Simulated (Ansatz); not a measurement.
Functionals compared on the (111) surface of rock-salt TaN (a high-symmetry phase, unstable at 0 K and held by its symmetry) in its 1x1 cell (cut with top plane N, bottom plane N), outermost plane spacing 1.28 Å in the ideal cut (one of several cuts of this face), with 1 N a cell over the bulk's ratio, in Ansatz (plane waves, PAW). The structure was relaxed with PBE; the other rows are single points on it. Cutoff 420 eV (500 eV for r2SCAN).

Model: 9-atom slab, N5Ta4, 10.2 Å thick at the start (thin: gaps and levels are the slab's own), 14x14x1 mesh, Fermi-Dirac 0.1 eV, dipole correction, all atoms relaxed; held to the start's symmetry, so lower structures may exist; no spin, no spin-orbit, no U. These notes are the PBE run's.

| functional | work function of the top face (eV) | rough cost of the single point |
|---|---|---|
| PBE | 5.49 | – |
| LDA | (withheld) | very roughly 20 core-seconds |
| PBEsol | 5.59 | about 21 core-seconds (a rough figure) |
| RPBE | 5.33 | around 20 core-seconds (rough) |
| r2SCAN | 5.54 | about 40 core-seconds (a rough figure) |

Task: What belongs in the gaps?

Result: 
- LDA, work function of the top face (eV): 5.88

Ansatz is a first-principles code.
